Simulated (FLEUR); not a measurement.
**Energy against c/a at fixed volume: hcp Os (space group 194) (FLEUR, PBE)**

```yaml
crystal:
  lattice:
    - [2.79095, 0.00000, 0.00000]
    - [-1.39547, 2.41703, 0.00000]
    - [0.00000, 0.00000, 4.23979]
  atoms:
    - { symbol: Os, position: [0.66667, 0.33333, 0.75000] }
    - { symbol: Os, position: [0.33333, 0.66667, 0.25000] }
```

Method of the run: PBE, all-electron FLAPW (FLEUR), scalar-relativistic valence in FLEUR. Settings: Kmax = 4.9 1/bohr; GmaxXC = 19.6 1/bohr; xcFunctional = pbe; jspins = 1; l_soc = F; mode = hist; fermiSmearingEnergy = 0.00183747 Htr; mesh (inpgen div1-3) = 28 28 16; inpgen gamma flag = true; Gmax = 19.6 1/bohr; numbands = 0; maxIterBroyd = 15; imix = Anderson; alpha = 0.05; precondParam = 0; minDistance = 1e-05 me/bohr^3. The cell above is the first row's. The rows change c/a at fixed volume. In all rows fractional positions and the k mesh are held. E is the free energy at the stated smearing, counted from the lowest row.

| c/a | E (meV/atom) |
|---|---|
| 1.5191 | ? |
| 1.5349 | 13.13 |
| 1.5508 | 5.20 |
| 1.5666 | 0.85 |
| 1.5824 | 0.00 |
| 1.5982 | 2.53 |
| 1.6141 | 8.38 |
| 1.6299 | 17.51 |
| 1.6457 | 29.85 |

### Question
Using a cubic, estimate the missing E at c/a = 1.5191 from the other rows, showing the fit.

### Answer
With u = c/a - 1.59, the rows have u = -0.05510, -0.03920, -0.02340, -0.00760, 0.00820, 0.02410, 0.03990, 0.05570. Least squares gives E = 0.780 + 155.34·u + 6732.7·u² - 2770·u³. Residuals (row less fit): 0.005, -0.003, -0.017, 0.010, 0.025, -0.015, -0.011, 0.008; standard error 0.019 (degrees of freedom: 4). The fitted curve has its minimum at c/a = 1.58, where E = -0.11. To one more digit the minimum is at c/a = 1.579; the ideal close-packed ratio is 1.633. At the withheld row, u = -0.07090, so E = 0.780 + 155.34 × (-0.07090) + 6732.7 × (-0.07090)² - 2770 × (-0.07090)³ = 24.598 meV/atom. The calculation gives 24.66 meV/atom, 0.062 meV/atom above the prediction (0.2 % of the range of E in the table). The row lies outside the fitted rows, so this is an extrapolation. From the scatter of the fitted rows alone, a prediction at this place has a standard error of 0.051 meV/atom, so the miss is 1.2 times that.

Carrying the step between the two nearest rows on in a straight line would have given 21.01, off by 3.65; series whose last step already gives the withheld value aren't shown. The reference cell has the volume at which an earlier scan in this program and functional put its minimum by a fit (its basis settings may differ); axis ratios and inner coordinates come from a measured-size cell. The runs keep the symmetry of the cell, so they don't test it for distortions. The best c/a moves a little with volume. Spin polarisation is off. Values depend on the basis (sphere radii, cutoffs, local orbitals), which need not be converged. Spin-orbit coupling is off. In metals such curves are sensitive to mesh and smearing. Cutoffs and mesh are single choices, not tested for convergence of this quantity. Series with a scatter that would blur these digits, or in which a gap closes, are not shown. Strain series were run only where this level's volume lies within 10 % of a first guess from the measured size.
